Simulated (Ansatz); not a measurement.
Take LiNbO3 (space group R3c, No. 161; a = 5.190 Å, c = 14.016 Å (hexagonal axes)) as the base.

Structures relaxed with PBE (Ansatz, a first-principles code), spin-orbit coupling left out.

Base:

Simulated powder pattern, Cu Kα, λ = 1.54184 Å (kinematic, ideal powder, no thermal factors, no anomalous dispersion; the 10 strongest lines at most, above 2 %, up to 2θ = 90°):

```tsv
2θ (°)	I/Imax (%)	hkl
23.52	100	(012)
32.40	39	(104)
34.57	23	(110)
42.23	12	(202)
48.10	19	(024)
52.73	27	(116)
55.67	16	(122)
56.37	8.0	(018)
60.57	14	(214)
61.94	12	(300)
```

Modification: full substitution Nb → Cu; the structure is relaxed again.

After the change:

Simulated powder pattern, Cu Kα, λ = 1.54184 Å (kinematic, ideal powder, no thermal factors, no anomalous dispersion; the 10 strongest lines at most, above 2 %, up to 2θ = 90°):

```csv
2θ (°),d (Å),I/Imax (%),hkl
24.73,3.600,100,(012)
34.87,2.573,35,(104)
35.64,2.519,20,(110)
41.69,2.167,15,(113)
43.87,2.064,11,(202)
50.72,1.800,19,(024)
56.68,1.624,29,(116)
57.75,1.596,14,(122)
63.53,1.464,14,(214)
64.03,1.454,15,(300)
```

The indices refer to each structure's own conventional cell; one index is shown for lines that coincide.

Whether these cells are dynamically stable was not tested. As relaxed here, LiCuO3 is a hypothetical phase, not in the database extracts checked. No Hubbard U is applied and the magnetic state is the run's own (LiCuO3 ferromagnetic); small cells can't hold the antiferromagnetic order that many such compounds have, so gaps and moments can be off.
